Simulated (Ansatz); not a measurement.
A computed series for Re: response to strain

Base system: Re in the hcp (Mg type) structure (space group P6_3/mmc, No. 194; a = 2.7764 Å, c = 4.4809 Å; relaxed with 0.1 eV smearing).

Strains are applied to the cell and any free atomic positions relax.

The values are results of PBE (Ansatz, an electronic-structure program), no SOC, not measurements.

Notes on the quantities. energy relative to the base: free energy F.

```json
[
 {"isotropic strain (%)": "-2.5", "energy relative to the base (meV/atom)": "104.2"},
 {"isotropic strain (%)": "-2", "energy relative to the base (meV/atom)": "65.5"},
 {"isotropic strain (%)": "-1.5", "energy relative to the base (meV/atom)": "36.2"},
 {"isotropic strain (%)": "-1", "energy relative to the base (meV/atom)": "15.8"},
 {"isotropic strain (%)": "0", "energy relative to the base (meV/atom)": "0.0"},
 {"isotropic strain (%)": "0.5", "energy relative to the base (meV/atom)": "3.8"},
 {"isotropic strain (%)": "1.5", "energy relative to the base (meV/atom)": "?"},
 {"isotropic strain (%)": "2", "energy relative to the base (meV/atom)": "57.1"},
 {"isotropic strain (%)": "2.5", "energy relative to the base (meV/atom)": "87.7"}
]
```

**Question.** Fit ΔE = Aε² + Bε³ (ε in %) to the rows shown and predict the withheld row.

**Answer.** Least squares on the printed values gives A = 15.3 and B = -0.53 meV/atom (largest residual 0.1 meV/atom); this predicts 32.7 meV/atom, and the run gives 32.7 meV/atom, in agreement.

Stability against distortions was not tested. All final runs are without spin polarisation.
